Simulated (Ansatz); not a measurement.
**CaS (model structure, F-43m, No. 216, 2 atoms in the cell)**

Method: LDA (PAW; Ansatz, a first-principles code).

Settings: plane-wave cutoff 520 eV, 10×10×10 k mesh, Fermi–Dirac smearing 0.01 eV, scalar-relativistic PAW data made under PBE.

Cell (relaxed at this level):

```
CELL_PARAMETERS angstrom
      0.00000     3.07713     3.07713
      3.07713     0.00000     3.07713
      3.07713     3.07713     0.00000
ATOMIC_POSITIONS crystal
  Ca 0.00000 0.00000 0.00000
  S  0.25000 0.25000 0.25000
```

```yaml
band_gap: 3.57 eV (on the SCF k mesh)
direct gap at Γ: 3.78 eV
bulk_modulus: 45.0 GPa
```

Note: the bulk modulus is −V dP/dV from two relaxed cells at ±2 % in volume; the relaxation could raise the start's symmetry but not lower it, so the cell can be a saddle point.

Static lattice: no zero-point or thermal effects.

A model structure was made by putting elements into a prototype or built by hand; it is no filed structure, need not be a known phase, and can be a saddle point held by its symmetry.
